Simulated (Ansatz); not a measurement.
The reference is B in the diamond structure (space group Fd-3m, No. 227; a = 4.0326 Å; a hypothetical phase, not in the database extracts checked; relaxed with 0.1 eV smearing). Axes: x, y, z lie along the cube axes.

One thing is altered: the cell is stretched by 2.59 % along y with no lateral relaxation, atoms relaxed at fixed cell.

Levels (all Ansatz, a program for electronic structure, PAW): PBEsol (420 eV, scalar-relativistic without spin-orbit coupling); r2SCAN (500 eV, scalar-relativistic without spin-orbit coupling).

The geometry is relaxed with PBEsol.

- PBEsol pressure: -4.5 GPa

**Question.** What does r2SCAN give at this geometry for the pressure?

**Answer.** The pressure rises by 2.7 GPa, from -4.5 GPa to -1.8 GPa.

Single points use the geometry relaxed with PBEsol. Their cutoffs differ, which shifts pressures a little. The cells carry an imposed strain or load. No phonon test of stability was made.
